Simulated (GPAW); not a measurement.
## A self-consistent single point of Al2Au (Fm-3m, 3 atoms in the cell) with GPAW

Computed with PBE, GPAW PAW datasets PBE (gpaw-data 1.0.1) (plane waves; GPAW).

Input:

```python
from ase import Atoms
from ase.units import GPa
from gpaw import GPAW, PW, FermiDirac

atoms = Atoms(['Al', 'Al', 'Au'],
              cell=[[0.000000, 3.029656, 3.029656],
                    [3.029656, 0.000000, 3.029656],
                    [3.029656, 3.029656, 0.000000]],
              scaled_positions=[[0.250000, 0.250000, 0.250000],
                                [0.750000, 0.750000, 0.750000],
                                [0.000000, 0.000000, 0.000000]],
              pbc=True)

calc = GPAW(mode=PW(600),
            xc='PBE',
            kpts={'size': (6, 6, 6), 'gamma': True},
            occupations=FermiDirac(0.1),
            nbands=-7,
            convergence={'forces': 0.001},
            symmetry={'symmorphic': False, 'tolerance': 0.0005},
            maxiter=150)

atoms.calc = calc

energy = atoms.get_potential_energy()
print('Energy (eV):', round(energy, 6))
forces = atoms.get_forces()
print('Forces (eV/Ang):')
print(forces.round(5))
stress = atoms.get_stress()
print('Stress (GPa, Voigt):', (stress / GPa).round(4))
```

The program printed (abridged):

```
Input parameters:
  convergence: {forces: 0.001}
  kpts: {gamma: True,
         size: (6, 6, 6)}
  maxiter: 150
  mode: {ecut: 600.0,
         name: pw}
  nbands: -7
  occupations: {fixmagmom: False,
                name: fermi-dirac,
                width: 0.1}
  symmetry: {symmorphic: False,
             tolerance: 0.0005}
  xc: PBE

species:
  Al:
    name: Aluminium
    Z: 13.0
    valence: 3
    core: 10
    charge: 0.0
    file: Al.PBE.gz

    # Using partial waves for Al as LCAO basis

  Au:
    name: Gold
    Z: 79.0
    valence: 11
    core: 68
    charge: 0.0
    file: Au.PBE.gz

    # Using partial waves for Au as LCAO basis

Reference energy: -529805.117639  # eV

Spin-paired calculation

Convergence criteria:
 Maximum [total energy] change in last 3 cyles: 0.0005 eV / valence electron
 Maximum integral of absolute [dens]ity change: 0.0001 electrons / valence electron
 Maximum integral of absolute [eigenst]ate change: 4e-08 eV^2 / valence electron
 Maximum change in the atomic [forces] across last 2 cycles: 0.001 eV/Ang OR
Maximum error relative to the maximum force is below inf
 Maximum number of scf [iter]ations: 150

Symmetries present (total): 48
Symmetries with fractional translations: 0
216 k-points: 6 x 6 x 6 Monkhorst-Pack grid + [1/12,1/12,1/12]
16 k-points in the irreducible part of the Brillouin zone
       k-points in crystal coordinates                weights
   0:     0.00000000    0.00000000    0.00000000          1/216
   1:     0.16666667    0.16666667    0.00000000          6/216
   2:     0.16666667    0.16666667    0.16666667          8/216
   [... 7 lines left out ...]
          ...
  15:     0.50000000    0.50000000    0.50000000          4/216

Wave functions: Plane wave expansion
  Cutoff energy: 600.000 eV
  Number of coefficients (min, max): 1837, 1874
  Pulay-stress correction: 0.000000 eV/Ang^3 (de/decut=0.000000)

Occupation numbers: Fermi-Dirac:
  width: 0.1000  # eV

Eigensolver

Densities:
  Coarse grid: 25*25*25 grid
  Fine grid: 50*50*50 grid
  Total Charge: 0.000000

Density mixing:
  Method: separate
  Backend: pulay
  Linear mixing parameter: 0.05
  old densities: 5
  Damping of long wavelength oscillations: 50

Hamiltonian:
  XC and Coulomb potentials evaluated on a 50*50*50 grid
  External potential:
    NoExternalPotential

XC parameters: PBE with 2 nearest neighbor stencil

Number of atoms: 3
Number of atomic orbitals: 17
Number of bands in calculation: 15
Number of valence electrons: 17
Bands to converge: occupied

Density initialized from atomic densities
  15 bands from LCAO basis set

Atomic positions and initial magnetic moments

Positions:
   0 Al     1.514828    1.514828    1.514828    ( 0.0000,  0.0000,  0.0000)
   1 Al     4.544484    4.544484    4.544484    ( 0.0000,  0.0000,  0.0000)
   2 Au     0.000000    0.000000    0.000000    ( 0.0000,  0.0000,  0.0000)

Unit cell:
           periodic     x           y           z      points  spacing
  1. axis:    yes    0.000000    3.029656    3.029656    25     0.1399
  2. axis:    yes    3.029656    0.000000    3.029656    25     0.1399
  3. axis:    yes    3.029656    3.029656    0.000000    25     0.1399

  Lengths:   4.284581   4.284581   4.284581
  Angles:   60.000000  60.000000  60.000000

Effective grid spacing dv^(1/3) = 0.1527

     iter     time        total  log10-change:
                         energy   eigst   dens  force
iter:   1 --:--:--   -13.491937
iter:   2 --:--:--   -13.080935   -1.39  -0.99
iter:   3 --:--:--   -12.045139   -0.67  -1.01
iter:   4 --:--:--   -12.039776   -1.92  -1.27
iter:   5 --:--:--   -12.009048   -2.43  -1.25
iter:   6 --:--:--   -12.037934   -1.38  -1.74
iter:   7 --:--:--   -11.944585   -2.09  -1.83
iter:   8 --:--:--   -11.943332   -3.47  -2.16
iter:   9 --:--:--   -11.942831c  -3.48  -2.75
iter:  10 --:--:--   -11.942445c  -4.42  -3.00
iter:  11 --:--:--   -11.942448c  -5.57  -3.29
iter:  12 --:--:--   -11.942430c  -6.10  -3.51
iter:  13 --:--:--   -11.942429c  -6.28  -3.95
iter:  14 --:--:--   -11.942429c  -8.44c -4.28c
iter:  15 --:--:--   -11.942430c  -7.22  -4.30c
iter:  16 --:--:--   -11.942429c  -7.27  -4.24c
iter:  17 --:--:--   -11.942429c  -7.58c -4.51c -16.60c

Converged after 17 iterations.

Dipole moment: (-0.000000, -0.000000, -0.000000) |e|*Ang

Energy contributions relative to reference atoms: (reference = -529805.117639)

Kinetic:        -14.269412
Potential:      +13.389783
External:        +0.000000
XC:             -11.318714
Entropy (-ST):   -0.029573
Local:           +0.270700
SIC:             +0.000000
--------------------------
Free energy:    -11.957215
Extrapolated:   -11.942429

Showing only first 2 kpts
 Kpt  Band  Eigenvalues  Occupancy
  0     6      9.22944    0.00000
  0     7     10.06396    0.00000
  0     8     10.06396    0.00000
  0     9     10.06396    0.00000

  1     6      7.80919    0.00125
  1     7      7.80919    0.00125
  1     8      7.87593    0.00064
  1     9      8.71615    0.00000

Fermi level: 7.07183

No gap
No difference between direct/indirect transitions
Energy (eV): -11.942429

Forces in eV/Ang:
  0 Al   -0.00000    0.00000    0.00000
  1 Al   -0.00000   -0.00000    0.00000
  2 Au   -0.00000    0.00000    0.00000

Stress tensor:
    -0.003515     0.000000    -0.000000
     0.000000    -0.003515     0.000000
    -0.000000     0.000000    -0.003515
Stress (GPa, Voigt): [-0.5632 -0.5632 -0.5632  0.     -0.      0.    ]
```

The run converged in 17 iterations. GPAW prints stress with tension positive.

The starting cell comes from a database of computed structures (which also holds hypothetical and non-ambient phases and stackings), without a prior relaxation at this level. Its lattice was rescaled by a random factor within 2.5 % of one. Spin-orbit coupling is off.
